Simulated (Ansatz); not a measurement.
H on the 1x1 (110) surface of bcc Mo, one in a 2x2 cell, energies for each (28.3 Å²). Energies are against ½ H2(g), without zero-point or thermal terms; each row is named by its start.

The numbers are results of PBE (plane waves to 420 eV, PAW; Ansatz, a quantum-chemistry and plane-wave program), not measurements.

Set-up: 17 atoms, 6.5 Å thick at the start under the adsorbate (thin: gaps and levels are the slab's own); mesh 6x6x1; 0.1 eV smearing; dipole correction on; 8 atoms held, the rest relaxed; each run with such symmetry as its start has; no spin, no spin-orbit, no U, no dispersion correction.

A negative adsorption energy means that the adsorbate is more stable on the surface than in its reference. Heights count from the host atoms within 0.3 Å of the top one.

```csv
starting site,E_ads (eV),height (Å),nearest host atom (Å),bonded to,Δ work function (eV),lateral drift (Å)
top Mo,…,1.81,Mo 1.76,Mo,0.45,0.0
hollow Mo-Mo-Mo,-0.75,…,Mo 1.94,3 Mo,0.00,0.1
bridge Mo-Mo (span 2.7 Å),…,1.36,Mo 1.90,2 Mo,0.08,0.0
bridge Mo-Mo (span 3.2 Å),-0.59,1.06,Mo 1.94,2 Mo,-0.02,0.0
```

**Question.** Some entries are withheld; supply them.

**Answer.** 
- top Mo, E_ads (eV): 0.00
- hollow Mo-Mo-Mo, height (Å): 1.09
- bridge Mo-Mo (span 2.7 Å), E_ads (eV): -0.64
